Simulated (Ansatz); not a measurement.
Base system: BP in the zinc blende structure (space group F-43m, No. 216; a = 4.537 Å). Axes: x, y, z lie along the cube axes.

The values are results of r2SCAN, PAW, 500 eV (Ansatz, a first-principles code; without spin-orbit coupling), not measurements.

Base values:

| Quantity | Result |
|---|---|
| Band gap | 1.41 eV |

Perturbation: tensile biaxial strain of 2.50 % in the plane normal to [111], as in epitaxy on a mismatched substrate; the out-of-plane cell vector and the atoms relax.

Problem. What does the calculation give for the band gap after the change?

Solution. The band gap decreases by 0.09 eV, from 1.41 eV to 1.32 eV.

Problem. Predict the new in-plane stress.

Solution. The mean in-plane stress (compression positive) amounts to -10.4 GPa.

Problem. Predict the new ratio −ε⊥/ε∥.

Solution. The ratio −ε⊥/ε∥ amounts to 0.17.

Problem. Estimate the effect on the hole mass.

Solution. The hole mass is 0.15 mₑ out of plane, 0.49 mₑ in plane (at Γ).

Effective masses come from finite differences of ±0.01 Å⁻¹. Whether these cells are dynamically stable was not tested.
